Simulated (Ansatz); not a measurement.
Base system: NaCl in the rock salt structure (space group Fm-3m, No. 225; a = 5.6015 Å). Axes: x, y, z lie along the cube axes.

Method: PBEsol in Ansatz (plane waves to 420 eV, PAW, without spin-orbit coupling).

For the base:

The valence-band top at Γ is 0.00, 0.00, 0.00 eV.

Modification: biaxial strain −0.42 %, plane normal [111], relaxed out of plane (Cartesian); in-plane vectors clamped, the third vector and the atoms free.

Problem. Estimate the effect on the valence-band top at Γ and out-of-plane strain.

Solution. The valence-band top at Γ (three highest levels, from the VBM) changes from 0.00, 0.00, 0.00 eV to 0.00, 0.00, -0.03 eV; the out-of-plane strain comes out as +0.38 %.

The levels and masses belong to the bands next to the band gap. Whether these cells are dynamically stable was not tested.

Ansatz is a first-principles code.
